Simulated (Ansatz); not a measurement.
Density of states of GaP (F-43m) below the valence band maximum, Ansatz (an electronic-structure program) with PBEsol with spin-orbit coupling, rigid bands; cell volume 40.2 Å³.

(energy from edge (eV), 10⁻³ states/eV/cell): (0.006, 12.8); (0.031, 39.6); (0.056, 70.0); (0.081, 99.9); (0.106, 127); (0.131, 149); (0.156, 168); (0.181, 186); (0.206, 203); (0.231, 219); (0.256, 235); (0.281, 251); (0.319, 274); (0.344, 288); (0.369, 304); (0.394, 318); (0.419, 334); (0.444, 349); (0.469, 365); (0.494, 380); (0.519, 396); (0.544, 411); (0.569, 428); (0.594, 445)

What effective density of states at 300 K does this give (∫ g(E) exp(−E/k_BT) dE, both spins, divided by the cell's size)?

2.2e19 cm⁻³, a density-of-states mass of 0.92 mₑ, valleys and band degeneracy included.

Geometry: cell and atoms relaxed with PBEsol.
